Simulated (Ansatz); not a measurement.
## Report: zincblende ZnS (F-43m), biaxial stress in the (001) plane

Cell and atoms are relaxed with PBEsol to each stress (compression positive); bands and masses by r2SCAN with spin-orbit coupling, rigid bands (plane waves, PAW; Ansatz, a first-principles code). Strains are changes of length against the unloaded cell.

ZnS has the cubic space group F-43m (No. 216), the zinc blende structure, Pearson symbol cF8. Lattice parameters: a = 5.357 Å, b = 5.357 Å, c = 5.357 Å, α = 90.00°, β = 90.00°, γ = 90.00°. Zn on 4a has 4 S at 2.319 Å (tetrahedral). S on 4d has 4 Zn at 2.319 Å (tetrahedral). (Neighbours: up to the widest gap in distance over summed covalent radii, below 1.35, at either atom; cation-cation and far metal-metal contacts left out.)
(The calculation used a cell of 2 atoms; values per cell refer to that cell.)

| stress (GPa) | strain [001] (%) | strain [100] (%) | gap (eV) | mₑ* [001] | mₑ* [100] | mₕ* [001] | mₕ* [100] |
|---|---|---|---|---|---|---|---|
| -4.00 | -6.26 | 4.95 | 2.395 | 0.20 | 0.198 | 0.37 | 0.79 |
| -3.00 | -4.45 | 3.57 | 2.492 | 0.20 | 0.20 | 0.42 | 0.78 |
| -2.00 | -2.80 | 2.28 | 2.591 | 0.21 | 0.20 | 0.50 | 0.78 |
| -1.00 | -1.34 | 1.10 | 2.686 | 0.21 | 0.21 | 0.69 | 0.80 |
| 0 | 0 | 0 | 2.770 | 0.21 | 0.21 | 0.85 | 0.85 |
| 1.00 | 1.24 | -1.03 | 2.780 | 0.21 | 0.21 | 0.83 | 0.72 |
| 2.00 | 2.40 | -2.01 | 2.786 | 0.21 | 0.21 | 0.77 | 0.64 |
| 3.00 | 3.48 | -2.93 | 2.788 | 0.21 | 0.21 | 0.73 | 0.60 |

[001] is the normal of the loaded plane; [010] strains as [100]. Masses are conductivity masses at 300 K in electron masses.

Question: From the two loads next to zero, find the biaxial modulus and the ratio of out-of-plane to in-plane strain.

Answer: Between -1.00 and 1.00 GPa the strain along [100] changes by -2.13 % and that along [001] by 2.58 %. The modulus is 2.00/0.0213 = 94 GPa and the ratio of the strains 1.21 (PBEsol, atoms relaxed). For a cubic (001) plane the ratio is 2C₁₂/C₁₁ and the modulus C₁₁ + C₁₂ − 2C₁₂²/C₁₁, which gives C₁₁ ≈ 108 GPa and C₁₂ ≈ 65 GPa.

Question: Is the response still linear at the largest tension?

Answer: The modulus predicts 4.26 % at -4.00 GPa; the table has 4.95 %, so the crystal is softer there.

Question: How fast does the gap move on either side of zero load?

Answer: Under tension, (2.686 − 2.770) eV over -1.00 GPa = 84 meV/GPa, or about -7.6 eV per unit strain; under compression, (2.788 − 2.770) eV over 3.00 GPa = 6 meV/GPa, or about -0.6 eV per unit strain. The two slopes part by 78 meV/GPa; gaps are resolved to about 0.01 eV, which allows 13 meV/GPa, so they differ.

Question: Take the carrier density and the relaxation time as fixed, so that ρ ∝ m*. What gauge factor (Δρ/ρ)/ε follows for current along [100] at the loads next to zero?

Answer: holes at 1.00 GPa: (0.72/0.85 − 1)/-0.0103 ≈ 15. These are means over a finite load; the small-strain gauge factor differs, most where the load has already emptied the upper valleys or bands. Carriers and loads whose mass moves by under 12 % aren't resolved and aren't listed. The change of shape, which adds a term of order 1 to 2, and that of the scattering between valleys or bands are left out.

Masses are those of dilute carriers in rigid bands with one relaxation time, without polarons. Third decimals of gaps are kept for the arithmetic. Every relaxation keeps the zincblende phase (space group I-4m2 under this load), so a transition, a distortion that breaks the symmetry or fracture can't show.
